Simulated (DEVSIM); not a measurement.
Device: illuminated Ge n-on-p cell, one wavelength, at 300 K.

Layer 1 from the left is Ge, thickness (μm) 0.350, Nd (cm⁻³) 8.3e17, τn (s) 1.3e-7, τp (s) 5e-7, absorption coefficient (cm⁻¹) 1900. Layer 2 from the left is Ge, thickness (μm) 59.0, Na (cm⁻³) 4.4e16, τn (s) 9.6e-6, τp (s) 9.6e-6, absorption coefficient (cm⁻¹) 1900.

Left contact: ohmic, minority hole recombination velocity 2e6 cm/s. Right contact: ohmic, minority electron recombination velocity 900 cm/s. Voltage is applied to the left contact. Recombination: SRH at mid-gap, radiative, Auger. Light enters at the left, 2.9e17 photons cm⁻² s⁻¹, one pass, no reflection. Mobility is μmin + (μ − μmin)/(1 + (N/Nref)^α).

The device is made up for the run: typed textbook-type constants, with dimensions and the other settings drawn at random. Values at 300 K.

Ge: gap (eV) 0.664, affinity (eV) 4, permittivity 16, Nc (cm⁻³) 1.04e19, Nv (cm⁻³) 6e18, μn (cm²/Vs) 3900, μp (cm²/Vs) 1900, μn,min 150, μp,min 100, Nref,n 2.6e17, Nref,p 4e17, αn 0.56, αp 0.6, B (cm³/s) 6.4e-14, Cn (cm⁶/s) 1e-31, Cp (cm⁶/s) 1e-31.

Model (solved in DEVSIM): 1D drift-diffusion, Boltzmann statistics, complete ionisation; no tunnelling, impact ionisation, image-force lowering or self-heating.

Dark forward current:

```
|V| (V)  |J| (A/cm²)
-------  -----------
0.05       0.0002466
0.10        0.001948
0.15         0.01370
0.20         0.09473
0.25          0.6477
0.30           4.182
0.35           21.55
0.40           78.86
0.45           240.4
0.50           674.2
0.55            1690
0.60            3656
```

Problem. Work out the local ideality factor n = ΔV / (kT/q · ln(J2/J1)) between the rows 0.15 and 0.20 V, 0.55 and 0.60 V.

Solution. kT/q = 25.85 mV. From 0.15 to 0.20 V: ln(0.09473/0.01370) = 1.934, n = 1.00, near the 1 of diffusion or emission over a barrier. From 0.55 to 0.60 V: ln(3656/1690) = 0.772, n = 2.51.

Problem. What current could the absorbed light give at most, and what share is collected?

Solution. Σ αd = 11.3, so qΦ(1 − exp(−Σ αd)) = 46.5 mA/cm². The simulated short-circuit current is 44.93 mA/cm², a share of 0.97.

Problem. Estimate the open-circuit voltage by superposition: the voltage at which the dark current equals that short-circuit current.

Solution. Interpolating ln J in the table gives 0.181 V. The simulation gives 0.181 V, the same within the digits that matter. Superposition holds where collection doesn't change with voltage.
